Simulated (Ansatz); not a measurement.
Amorphous Ti20O45Nb2, 67 atoms at 3.72 g/cm³, one PBE-relaxed geometry, zone centre. Methods: PBE, scalar-relativistic without spin-orbit coupling (Ansatz, a quantum-chemistry and plane-wave program); r2SCAN, scalar-relativistic without spin-orbit coupling (Ansatz); HSE06, scalar-relativistic without spin-orbit coupling (Ansatz). Plane waves to 420 eV (r2SCAN 500 eV); exact exchange is cut at the cell's faces. At PBE the levels at the filled edge of the gap are localised (band-tail or defect states). All rungs ran without spin polarisation.

It comes from a melt-quench run on a machine-learned potential (CHGNet), relaxed afterwards by DFT. O atoms were pushed apart under 1.9 Å during the dynamics, to hinder bonds among them. The hot cell started wider than the set density and was brought back towards it in steps. It is the lowest in DFT energy of 2 quenches. It is a model cell: composition and starting density were chosen by hand, and all elements were melted together. No dispersion term was used. Its density started from a set value of 3.72 and ended at 3.72 g/cm³. The quench (nominally 360 K/ps over its main leg) was far faster than any real one, so the model tends to hold more defects than a real film. Values belong to this one cell and scatter from quench to quench. The volume was held where the preparation left it, at a PBE pressure of 2.5 GPa. Stress components on the final sampling reach 3.9 GPa. Cycles of charging lowered its energy after that relaxation.

The relaxation ran on the zone centre alone. At PBE the level gap is 2.50 eV on a 2×2×2 Γ-centred mesh, and the spacing at the zone centre alone 2.58 eV.

Q: What zone-centre spacing does r2SCAN give, roughly?

A: 2.93 eV (+0.35 eV against PBE).

Q: What zone-centre spacing does HSE06 give, roughly?

A: 4.10 eV (+1.52 eV against PBE).

The highest filled and the lowest empty state spread over these numbers of atoms (participation numbers): PBE: 8.2 and 9.8; r2SCAN: 8.4 and 9.3; HSE06: 8.8 and 10.1.
